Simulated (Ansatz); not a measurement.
**Ti on the 1x1 (101) surface of anatase TiO2 (cut with top plane O), one in a 2x1 cell, started at the site 'top O'**

Host crystal: anatase TiO2, with a band gap (PBE, scalar-relativistic without spin-orbit coupling).

Method: PBE (plane waves to 420 eV, PAW; Ansatz, a first-principles code).

Slab: 37 atoms, 9.4 Å thick at the start under the adsorbate (thin: gaps and levels are the slab's own); k 3x4x1, smearing 0.01 eV, dipole-corrected; 14 atoms held, the rest relaxed; no symmetry held; spin-polarised, ending with about 1.4 μB a cell, a value that depends on the mesh; orders that need a larger cell were not tried, no spin-orbit, no U, no dispersion correction. The slab shows no gap over 0.04 eV on its mesh. At the end it is bonded to 4 O + 5 Ti. In PBE it is, or lies within 0.03 eV of, the lowest of the starts that converged.

The adsorption energy against an atom of hcp Ti is 0.29 eV and the work function of the top face is 3.20 eV. The change of the step from the bottom to the top vacuum level, against the clean slab is -1.61 eV and the energy released by relaxation comes out as 3.77 eV. The height of the binding atom over the mean of the host atoms within 0.3 Å of the top one is 0.115 Å and the nearest host atoms of the binding atom is O at 1.90 Å, O at 1.93 Å, O at 1.95 Å. The largest move of a host atom is 0.51 Å and the note is in the relaxation the adsorbate left its starting site by 1.9 Å. The cost is around 6 core-hours (rough).

A negative adsorption energy means that the adsorbate is more stable on the surface than in its reference.
